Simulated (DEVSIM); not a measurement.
System: Al/SiO2/p-Si capacitor, at 300 K.

Layer 1 from the left is SiO2, thickness (nm) 32.0. Layer 2 from the left is Si, thickness (nm) 2200, Na (cm⁻³) 6.9e16.

Metal gate on the left, work function 4.1 eV. Fixed charge at the semiconductor interface 0 cm⁻² (in units of +e); interface traps 3e11 cm⁻² eV⁻¹, uniform in energy, neutral level at 0.7 of the gap above the valence band.

This is a model device: material constants are rounded textbook-type values typed into the input, and sizes, dopings and lifetimes were drawn at random. Values at 300 K.

SiO2: gap (eV) 9, affinity (eV) 0.9, permittivity 3.9. Si: gap (eV) 1.124, affinity (eV) 4.05, permittivity 11.7, Nc (cm⁻³) 2.86e19, Nv (cm⁻³) 3.1e19.

Model (solved in DEVSIM): 1D Poisson equation in equilibrium, Boltzmann statistics, complete ionisation; no quantum confinement or tunnelling. Metal contacts follow the ideal Schottky-Mott rule: no Fermi-level pinning, no interface dipoles.

### Question
What does the simulation give for the flat-band voltage, the minimum of the low-frequency capacitance?

### Answer
flat-band voltage -1.20 V; minimum of the low-frequency capacitance 0.0612 μF/cm².
